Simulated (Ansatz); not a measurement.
# Ta under a change: biaxial strain −0.50 %, plane normal [001], relaxed out of plane

Base system: Ta in the bcc (W type) structure (space group Im-3m, No. 229; a = 3.2823 Å; relaxed with 0.1 eV smearing). Axes: x, y, z lie along the cube axes.

Now apply this change: biaxial strain −0.50 %, plane normal [001], relaxed out of plane (Cartesian); in-plane vectors clamped, the third vector and the atoms free.

Calculations: PBEsol (Ansatz, a program for electronic structure, PAW, scalar-relativistic without spin-orbit coupling). Settings: 28×28×28 k-points, 0.1 eV Fermi–Dirac smearing.

```json
[
 {"quantity": "volume per atom", "base": "17.68 Å³", "changed": "17.61 Å³", "shift": "-0.07 Å³"},
 {"quantity": "space group", "base": "Im-3m (No. 229)", "changed": "I4/mmm (No. 139)", "shift": "–"},
 {"quantity": "shortest interatomic distance", "base": "2.843 Å", "changed": "2.839 Å", "shift": "-0.004 Å"},
 {"quantity": "energy relative to the base (free energy F)", "base": "0 meV/atom", "changed": "+0.7 meV/atom", "shift": "+0.7 meV/atom"},
 {"quantity": "band gap", "base": "zero", "changed": "zero", "shift": "–"},
 {"quantity": "out-of-plane strain", "base": "–", "changed": "+0.60 %", "shift": "–"}
]
```

No phonon test of stability was made. The final runs are not spin-polarised.
